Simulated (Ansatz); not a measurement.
## TaRu (P4/mmm, No. 123, 2 atoms in the cell; start mp-1601): lattice parameter c by level of theory

No measured value is used here.

```
level (code)     value (Å)
---------------  ---------
LDA (Ansatz)         3.358
PBEsol (Ansatz)      3.380
r²SCAN (Ansatz)      3.388
```

Density-functional levels without +SOC have no spin–orbit coupling. LDA, PBEsol, r²SCAN: the run has no spin polarisation, so it can have missed a magnetic state. LDA, PBEsol, r²SCAN: the relaxation could not lower the start's symmetry, so the cell can be a saddle point above a distorted one. Cutoffs differ between the levels. Ansatz's density-functional and Hartree–Fock values are scalar-relativistic unless marked +SOC, with PAW data made under PBE.

A start named mp-… is a Materials Project structure, which need not be a measured phase.

Ansatz is a program for electronic structure.
